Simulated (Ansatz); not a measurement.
# Re: pressure 0.9 GPa

Start from Re in the hcp (Mg type) structure (space group P6_3/mmc, No. 194; a = 2.775 Å, c = 4.483 Å).

Perturbation: a hydrostatic pressure of 0.9 GPa.

All numbers come from plane-wave PAW DFT at the PBE level (Ansatz, an electronic-structure program, 420 eV), no SOC. Γ-centred 19×19×11 mesh, Fermi–Dirac width 0.05 eV.

```tsv
quantity	base	changed	shift
volume per atom	14.95 Å³	14.91 Å³	-0.04 Å³
density	20.68 g/cm³	20.73 g/cm³	+0.05 g/cm³
lattice parameter a	5.244 bohr	5.240 bohr	-0.004 bohr
enthalpy H = E + PV relative to the base's energy	–	+0.08 eV/atom	–
band gap	zero	zero	–
```

Load acts through the strain it causes; cell and atoms are relaxed under it. No phonon test of stability was made. The final runs are not spin-polarised.
